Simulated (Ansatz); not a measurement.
## What biaxial strain +1.00 %, plane normal [001], relaxed out of plane does to CdS

Base system: CdS in the zinc blende structure (space group F-43m, No. 216; a = 5.757 Å). Axes: x, y, z lie along the cube axes.

Now apply this change: biaxial strain +1.00 %, plane normal [001], relaxed out of plane (Cartesian); in-plane vectors clamped, the third vector and the atoms free.

Level of theory: LDA, PAW, 420 eV (Ansatz, a first-principles code; no spin-orbit coupling). Settings: 10×10×10 k-points, 0.05 eV Fermi–Dirac smearing.

```csv
quantity,base,changed,shift
volume per atom,23.85 Å³,23.96 Å³,+0.11 Å³
energy relative to the base (free energy F),0 meV/atom,+0.7 meV/atom,+0.7 meV/atom
"pressure (mean of the normal stresses, compression positive)",0.00 GPa,-0.33 GPa,-0.33 GPa
band gap,0.95 eV,0.89 eV,-0.06 eV
gap character,direct at Γ,direct at Γ,–
hole mass,–,"0.11 mₑ out of plane, 0.70 mₑ in plane (at Γ)",–
"valence-band top at Γ (three highest levels, from the VBM)","0.00, 0.00, 0.00 eV","0.00, -0.08, -0.08 eV",–
out-of-plane strain,–,-1.52 %,–
ratio −ε⊥/ε∥,–,1.52,–
mean in-plane stress (compression positive),–,-0.5 GPa,–
```

Cost of the whole job for the changed cell (relaxation, final SCF and bands): very roughly 50 core-seconds.

Masses are band curvatures over ±0.01 Å⁻¹ around the edge. Whether these cells are dynamically stable was not tested. Labels are those of the standard path for the cell's own space group.
